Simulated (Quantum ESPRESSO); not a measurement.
Quantum ESPRESSO run on HfGa₃ (I4/mmm, 4 atoms in the cell): self-consistent single point.

Method: PBEsol, GBRV 1.5 ultrasoft (PBESOL) pseudopotentials (plane waves; Quantum ESPRESSO).

The change in words: lattice scaled by 0.98. Reference geometry:
```yaml
crystal:
  lattice:
    - [-1.92856, 1.92856, 4.50131]
    - [1.92856, -1.92856, 4.50131]
    - [1.92856, 1.92856, -4.50131]
  atoms:
    - { symbol: Hf, position: [0.00000, 0.00000, 0.00000] }
    - { symbol: Ga, position: [0.50000, 0.50000, 0.00000] }
    - { symbol: Ga, position: [0.75000, 0.25000, 0.50000] }
    - { symbol: Ga, position: [0.25000, 0.75000, 0.50000] }
```

Reference input (self-consistent single point, DFT, PBEsol, plane waves, GBRV 1.5 ultrasoft (PBESOL) pseudopotentials): ecutwfc = 50 Ry; ecutrho = 400 Ry; occupations = smearing; smearing = gaussian; degauss = 0.0099958 Ry; potentials = {Hf: hf_pbesol_v1.uspp.F.UPF, Ga: ga_pbesol_v1.4.uspp.F.UPF}; K_POINTS = automatic 8 8 8 0 0 0; conv_thr = 1e-09 Ry; mixing_beta = 0.7. This run's input differs from it in these lines:

```diff
@@ -26,5 +26,5 @@
 CELL_PARAMETERS {angstrom}
-  -1.92855500     1.92855500     4.50130500
-   1.92855500    -1.92855500     4.50130500
-   1.92855500     1.92855500    -4.50130500
+  -1.88998400     1.88998400     4.41127900
+   1.88998400    -1.88998400     4.41127900
+   1.88998400     1.88998400    -4.41127900
 ATOMIC_POSITIONS {crystal}
```

Log, with long lists cut:

```
     Self-consistent Calculation

     iteration #  1     ecut=    50.00 Ry     beta= 0.70

     negative rho (up, down):  9.770E-02 0.000E+00

     total energy              =   -1303.86358776 Ry
     estimated scf accuracy    <     134.15996279 Ry

     iteration #  2     ecut=    50.00 Ry     beta= 0.70

     negative rho (up, down):  7.706E-02 0.000E+00

     total energy              =   -1385.78416236 Ry
     estimated scf accuracy    <     222.92921812 Ry

     iteration #  3     ecut=    50.00 Ry     beta= 0.70

     negative rho (up, down):  9.620E-02 0.000E+00

     total energy              =   -1405.99149632 Ry
     estimated scf accuracy    <      18.62989238 Ry

   [... 11 blocks of this kind left out ...]

     iteration # 15     ecut=    50.00 Ry     beta= 0.70

     negative rho (up, down):  1.113E-01 0.000E+00

     total energy              =   -1403.64191712 Ry
     estimated scf accuracy    <          1.0E-09 Ry

     iteration # 16     ecut=    50.00 Ry     beta= 0.70

     negative rho (up, down):  1.113E-01 0.000E+00
     End of self-consistent calculation

     the Fermi energy is    15.5005 ev

!    total energy              =   -1403.64191712 Ry
     estimated scf accuracy    <          1.2E-10 Ry
     smearing contrib. (-TS)   =      -0.00079346 Ry
     internal energy E=F+TS    =   -1403.64112366 Ry

     convergence has been achieved in  16 iterations

     negative rho (up, down):  1.113E-01 0.000E+00

     Forces acting on atoms (cartesian axes, Ry/au):

     atom    1 type  1   force =     0.00000000    0.00000000    0.00000000
   [... zero for the other atoms too ...]

     Total force =     0.000000     Total SCF correction =     0.000000

     negative rho (up, down):  1.113E-01 0.000E+00
          total   stress  (Ry/bohr**3)                   (kbar)     P=       61.75
   0.00046043  -0.00000000  -0.00000000           67.73       -0.00       -0.00
  -0.00000000   0.00046043  -0.00000000           -0.00       67.73       -0.00
   0.00000000  -0.00000000   0.00033835            0.00       -0.00       49.77

   JOB DONE.
```

The run converged in 16 iterations. Against the reference run the free energy rises by 15.6 meV/atom and the pressure goes from -1.44 to 6.17 GPa.

The starting cell comes from a database of computed structures (which also holds hypothetical and non-ambient phases and stackings), without a prior relaxation at this level. For this run, on top of that: lattice scaled by 0.98. With a pressure of about 6 GPa the cell is away from its equilibrium volume at this level.

Cost on one core of a shared machine: roughly 4 min.
